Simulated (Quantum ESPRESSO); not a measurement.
A working Quantum ESPRESSO input for ScAg (Pm-3m, 2 atoms in the cell) (DFT, PBEsol, plane waves, GBRV 1.5 ultrasoft (PBESOL) pseudopotentials):

```fortran
&control
  calculation = 'scf'
  prefix = 'scf'
  outdir = './work'
  pseudo_dir = './'
  tprnfor = .true.
  tstress = .true.
/
&system
  ibrav = 1
  celldm(1) = 6.4477455372
  nat = 2
  ntyp = 2
  ecutwfc = 50
  ecutrho = 400
  occupations = 'smearing'
  smearing = 'gaussian'
  degauss = 0.0099958
/
&electrons
  conv_thr = 1.0e-11
  mixing_beta = 0.5
/
ATOMIC_SPECIES
Sc    44.9559  sc_pbesol_v1.uspp.F.UPF
Ag   107.8682  ag_pbesol_v1.4.uspp.F.UPF
ATOMIC_POSITIONS crystal
Sc    0.5000000000    0.5000000000    0.5000000000
Ag    0.0000000000    0.0000000000    0.0000000000
K_POINTS automatic
13 13 13  0 0 0
```

The run converged in 17 iterations: free energy E − TS -5304.0591 eV; Fermi level (on the code's own zero) 13.53 eV; pressure -2.29 GPa. Each of these slips is then made, one at a time:

(1)
```diff
-  degauss = 0.0099958
+  degauss = 0.136
```

(2)
```diff
-  pseudo_dir = './'
+  pseudo_dir = './pseudo/'
```

Q: How does each altered input end?

A: 
(1) An energy in the wrong unit. The run converged in 14 iterations without an error; against the sound input the free energy goes down by 707 meV/atom and the pressure goes from -2.29 to 1.12 GPa.

(2) A wrong folder for the potentials. The program stopped before any SCF iteration.
```
Error in routine readpp (1):
file ./pseudo/sc_pbesol_v1.uspp.F.UPF not found
```

The starting cell comes from a database of published, mostly measured structures (it also holds non-ambient and calculated ones), without a prior relaxation at this level.

Left out of this page: 3 runs of the series outside the window shown, repeating another row's setting, or not comparable.
